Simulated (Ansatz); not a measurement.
What pressure 50 GPa does to MgO

Base system: MgO in the rock salt structure (space group Fm-3m, No. 225; a = 4.2044 Å).

Now apply this change: a hydrostatic pressure of 50 GPa.

Computed with Ansatz (a quantum-chemistry and plane-wave program), r2SCAN, PAW, cutoff 500 eV, scalar-relativistic without spin-orbit coupling. Settings: 13×13×13 k-points, 0.05 eV Fermi–Dirac smearing.

| quantity | base | changed | shift |
|---|---|---|---|
| volume per atom | 9.29 Å³ | 7.61 Å³ | -1.68 Å³ |
| density | 3.60 g/cm³ | 4.40 g/cm³ | +0.80 g/cm³ |
| lattice parameter a | 7.945 bohr | 7.434 bohr | -0.511 bohr |
| shortest interatomic distance | 3.973 bohr | 3.717 bohr | -0.256 bohr |
| enthalpy H = E + PV relative to the base's energy | – | +2.60 eV/atom | – |
| band gap | 5.68 eV | 7.98 eV | +2.30 eV |
| gap character | direct at Γ | direct at Γ | – |
| width of the top valence band | 1.78 eV | 2.20 eV | +0.42 eV |
| electron mass | 0.36 mₑ (at Γ) | 0.43 mₑ (at Γ) | – |

Load acts through the strain it causes; cell and atoms are relaxed under it. Effective masses come from finite differences of ±0.01 Å⁻¹. Whether these cells are dynamically stable was not tested. Competing high-pressure phases were not computed.
